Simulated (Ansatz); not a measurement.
Terminations of the (111) face of rutile SnO2 against the chemical potential of O. Δμ(O) runs from -2.44 eV (Sn-rich) to 0 (O-rich), a span set by the bulk's formation energy; reservoirs: ½ O2(g), beta tin. Values are surface energies in J/m², without vibrational terms. Labels give the top and bottom planes; other terminations than these are not in the comparison.

The numbers are results of PBE (plane waves to 420 eV, PAW; Ansatz, a quantum-chemistry and plane-wave program), not measurements.

Terminations: Sn / Sn (excess 1 Sn); O / O (stoichiometric).

Which termination is lowest at each limit, and at what surface energy?

Sn-rich: Sn / Sn (excess 1 Sn), 0.42 J/m²; O-rich: Sn / Sn (excess 1 Sn), 1.63 J/m².
